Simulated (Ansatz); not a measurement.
## TaN under a change: Ti on a Ta site, symmetric start

Consider a 24-atom supercell of TaN in the rock salt structure (space group Fm-3m, No. 225; a = 4.376 Å) at its relaxed geometry.

It is then changed as follows: one Ta atom is replaced by Ti, atoms relaxed at fixed cell.

Level of theory: plane-wave PAW DFT at the PBEsol level (Ansatz, a first-principles code, 420 eV), no spin-orbit coupling. k-mesh 6×5×6 (Γ-centred); smearing 0.05 eV (Fermi–Dirac).

The pressure goes from zero to -3.0 GPa and the energy gained by relaxation comes out as 0.07 eV. The largest displacement of a host atom from its site in the perfect cell amounts to 0.04 Å.

In so small a cell the defect repeats every few ångströms: this is an ordered compound, not a dilute defect. The defect started on the symmetric site and kept its symmetry, so it may sit on a saddle. The final runs are not spin-polarised. The defect cell is not spin-polarised. This is not the structure that TaN has at room temperature and ambient pressure.
